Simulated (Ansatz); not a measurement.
Defect migration in polar orthorhombic HfO2: interstitial Cu, charge state +1. The step: one Cu atom jumps by itself; the atom moves 3.03 Å along (-0.31, 0.00, -0.50) of the unit cell; the moving atom starts with neighbours O at 1.87, O at 1.95, O at 2.17, O at 2.18, O at 2.19 Å and ends with O at 1.87, O at 1.95, O at 2.17, O at 2.18, O at 2.19 Å. A PBE band in Ansatz (plane-wave PAW, the Γ point alone, 96 host sites, 84 SCF runs with any check of the saddle's order, static, no finite-size correction) gives a forward barrier of 0.92 eV. The program found a first-order saddle point. The host's phase is taken as given; its stability against other phases was not computed. The charge state is imposed; whether it is stable for some Fermi level was not computed. Sites that were not tried may lie lower.

Single points at the band's start and saddle point can refine it. Rough cost of one point, in units of the band's mean SCF on the same machine:

```json
[
 {"Level": "PBE, a 2×2×2 k-point mesh shifted by half a step", "Cost of one point": "about 10"},
 {"Level": "r2SCAN at 500 eV, the Γ point alone", "Cost of one point": "about 3"}
]
```

### Question
Which of these move the barrier by more than 0.1 eV, and how far does each move it?

### Answer
Not one does. PBE, a 2×2×2 k-point mesh shifted by half a step: +0.03 eV; r2SCAN at 500 eV, the Γ point alone: -0.03 eV. Each functional is compared with PBE at the same k-points.

Ansatz is a quantum-chemistry and plane-wave program.
